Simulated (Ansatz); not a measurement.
Where the default PAW files enter, the runs use the earlier of Ansatz's two default sets.

Evanescent states of SiO₂ (P3_221, 9 atoms a cell, 12.6 Å³ an atom) along the normal of (111)

The numbers are results of r2SCAN (plane waves, PAW; Ansatz, a first-principles code), not measurements.

The gap is the functional's own, uncorrected, and κ follows it; spin-orbit coupling is left out. Mid-gap values are interpolated between the computed energies.

Energies count from the valence-band top; κ is the least over a 6×6 mesh across the current.

```json
[
 {"E (eV)": "0.15", "κ (1/Å)": "0.284", "where": "off Γ"},
 {"E (eV)": "0.45", "κ (1/Å)": "0.389", "where": "off Γ"},
 {"E (eV)": "0.75", "κ (1/Å)": "0.449", "where": "Γ"},
 {"E (eV)": "1.05", "κ (1/Å)": "0.485", "where": "Γ"},
 {"E (eV)": "1.35", "κ (1/Å)": "0.497", "where": "Γ"},
 {"E (eV)": "1.65", "κ (1/Å)": "(withheld)", "where": "Γ"},
 {"E (eV)": "1.95", "κ (1/Å)": "(withheld)", "where": "Γ"},
 {"E (eV)": "2.25", "κ (1/Å)": "(withheld)", "where": "Γ"},
 {"E (eV)": "2.55", "κ (1/Å)": "(withheld)", "where": "Γ"},
 {"E (eV)": "2.85", "κ (1/Å)": "(withheld)", "where": "Γ"},
 {"E (eV)": "3.15", "κ (1/Å)": "(withheld)", "where": "Γ"},
 {"E (eV)": "3.45", "κ (1/Å)": "(withheld)", "where": "Γ"},
 {"E (eV)": "3.75", "κ (1/Å)": "0.485", "where": "Γ"},
 {"E (eV)": "4.05", "κ (1/Å)": "(withheld)", "where": "Γ"},
 {"E (eV)": "4.35", "κ (1/Å)": "(withheld)", "where": "Γ"},
 {"E (eV)": "4.65", "κ (1/Å)": "(withheld)", "where": "Γ"},
 {"E (eV)": "4.95", "κ (1/Å)": "(withheld)", "where": "Γ"},
 {"E (eV)": "5.25", "κ (1/Å)": "0.380", "where": "Γ"},
 {"E (eV)": "5.55", "κ (1/Å)": "0.343", "where": "Γ"},
 {"E (eV)": "5.85", "κ (1/Å)": "0.297", "where": "Γ"},
 {"E (eV)": "6.15", "κ (1/Å)": "0.236", "where": "Γ"},
 {"E (eV)": "6.45", "κ (1/Å)": "0.141", "where": "Γ"}
]
```

### Question
Complete the blanks.

### Answer

- 1.65, κ (1/Å): 0.505
- 1.95, κ (1/Å): 0.510
- 2.25, κ (1/Å): 0.512
- 2.55, κ (1/Å): 0.512
- 2.85, κ (1/Å): 0.509
- 3.15, κ (1/Å): 0.504
- 3.45, κ (1/Å): 0.496
- 4.05, κ (1/Å): 0.472
- 4.35, κ (1/Å): 0.455
- 4.65, κ (1/Å): 0.434
- 4.95, κ (1/Å): 0.410
